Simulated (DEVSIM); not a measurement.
Structure: abrupt Ge n-p junction, at 350 K.

Layer 1 from the left is Ge, thickness (μm) 17.0, Nd (cm⁻³) 6.5e15, τn (s) 0.00014, τp (s) 0.00014. Layer 2 from the left is Ge, thickness (μm) 210, Na (cm⁻³) 1.8e14, τn (s) 1.4e-5, τp (s) 0.00014.

Left contact: ohmic. Right contact: ohmic. Voltage is applied to the left contact. Recombination: SRH at mid-gap, radiative. Mobility is μmin + (μ − μmin)/(1 + (N/Nref)^α).

This is a model device: material constants are rounded textbook-type values typed into the input, and sizes, dopings and lifetimes were drawn at random. Values at 300 K; Nc and Nv go as T^1.5, mobilities as T to minus their exponent, the gap by Varshni's rule with the affinity fixed.

Ge: gap (eV) 0.664, affinity (eV) 4, permittivity 16, Nc (cm⁻³) 1.04e19, Nv (cm⁻³) 6e18, μn (cm²/Vs) 3900, μp (cm²/Vs) 1900, μn,min 150, μp,min 100, Nref,n 2.6e17, Nref,p 4e17, αn 0.56, αp 0.6, T exponent of μn 1.66, T exponent of μp 2.33, B (cm³/s) 6.4e-14, Varshni α (eV/K) 0.000477, Varshni β (K) 235.

Model (solved in DEVSIM): 1D drift-diffusion, Boltzmann statistics, complete ionisation; no tunnelling, impact ionisation, image-force lowering or self-heating.

Question: What does the simulation give for the largest field in the device at zero bias, the dark forward voltage at 1 A/cm²?

Answer: largest field in the device at zero bias 4100 V/cm; dark forward voltage at 1 A/cm² 0.105 V.
